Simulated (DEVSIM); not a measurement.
System: Schottky contact on p-type GaP, at 300 K.

Layer 1 from the left is GaP, thickness (μm) 20.0, Na (cm⁻³) 1.1e15, τn (s) 1e-7, τp (s) 1e-7. Layer 2 from the left is GaP, thickness (μm) 3.30, Na (cm⁻³) 5.1e17, τn (s) 1e-7, τp (s) 1e-7.

Left contact: Schottky, work function 5.06 eV, emission velocity 1.8e6 cm/s. Right contact: ohmic. Voltage is applied to the left contact. Recombination: SRH at mid-gap, radiative, Auger. Mobility is μmin + (μ − μmin)/(1 + (N/Nref)^α).

Constants are typed, rounded textbook-type inputs, not results; the design itself was drawn at random and stands for no fabricated device. Values at 300 K.

GaP: gap (eV) 2.26, affinity (eV) 3.8, permittivity 11.1, Nc (cm⁻³) 1.8e19, Nv (cm⁻³) 1.9e19, μn (cm²/Vs) 250, μp (cm²/Vs) 150, μn,min 10, μp,min 10, Nref,n 4.4e18, Nref,p 1e18, αn 0.8, αp 0.85, B (cm³/s) 1e-13, Cn (cm⁶/s) 1e-30, Cp (cm⁶/s) 1e-30.

Model (solved in DEVSIM): 1D drift-diffusion, Boltzmann statistics, complete ionisation; no tunnelling, impact ionisation, image-force lowering or self-heating. Metal contacts follow the ideal Schottky-Mott rule: no Fermi-level pinning, no interface dipoles.

Dark forward current:

```csv
|V| (V),|J| (A/cm²)
0.05,2.874e-10
0.10,2.235e-9
0.15,1.543e-8
0.20,1.046e-7
0.25,7.057e-7
0.30,4.739e-6
0.35,3.166e-5
0.40,0.0002099
0.45,0.001374
0.50,0.008707
0.55,0.04916
0.60,0.1995
0.65,0.5114
0.70,0.9432
0.75,1.444
0.80,1.986
0.85,2.553
0.90,3.138
0.95,3.735
1.00,4.341
1.05,4.955
1.10,5.574
1.15,6.199
1.20,6.827
1.25,7.458
1.30,8.092
```

Q: Work out the local ideality factor n = ΔV / (kT/q · ln(J2/J1)) between the rows 0.15 and 0.20 V, 1.25 and 1.30 V.

A: kT/q = 25.85 mV. From 0.15 to 0.20 V: ln(1.046e-7/1.543e-8) = 1.914, n = 1.01, near the 1 of diffusion or emission over a barrier. From 1.25 to 1.30 V: ln(8.092/7.458) = 0.082, n = 23.71; the layers' resistance at their doping, Σ W/(qμN) = 0.076 Ω cm², would take 48 mV of this step of 50 mV.

Q: Estimate the current at 0.30 V for emission alone, J0 = q v N_band exp(−φB/kT), and read the barrier back from the simulated current.

A: φB = 1.000 eV, N_band = 1.90e19 cm⁻³, J0 = 8.67e-11 A/cm²; J = J0 (exp(qV/kT) − 1) = 9.51e-6 A/cm². The simulation gives 4.74e-6 A/cm²; the estimate lies 100 % above. Read backwards, the simulated current gives an apparent barrier of 1.018 eV. The estimate leaves out transport through the depletion region and minority injection.
